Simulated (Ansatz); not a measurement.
## Mo, pressure series

Take Mo in the bcc (W type) structure (space group Im-3m, No. 229; a = 3.111 Å) as the base.

Cell and atoms are relaxed at each pressure.

Level of theory: DFT with LDA, PAW potentials and a 420 eV plane-wave cutoff in Ansatz (a quantum-chemistry and plane-wave program), no spin-orbit coupling.

```csv
pressure (GPa),volume per atom (Å³/atom)
-2,15.165
-1,15.112
0,15.060
0.9,15.015
2.1,14.955
4.5,?
15,14.380
22.5,14.091
30,13.829
```

Q: Fit the third-order Birch–Murnaghan form P(V) = (3B₀/2)[(V₀/V)^(7/3) − (V₀/V)^(5/3)]·[1 + (3/4)(B₀′ − 4)((V₀/V)^(2/3) − 1)] (squares taken in P) to the rows shown and predict the withheld row.

A: Least squares on the printed values gives V₀ = 15.061 Å³/atom, B₀ = 295 GPa, B₀′ = 4.1; this predicts 14.839 Å³/atom, and the run gives 14.838 Å³/atom, in agreement.

Load acts through the strain it causes; cell and atoms are relaxed under it. Whether these cells are dynamically stable was not tested. No other phases were tried under pressure. All final runs are without spin polarisation.
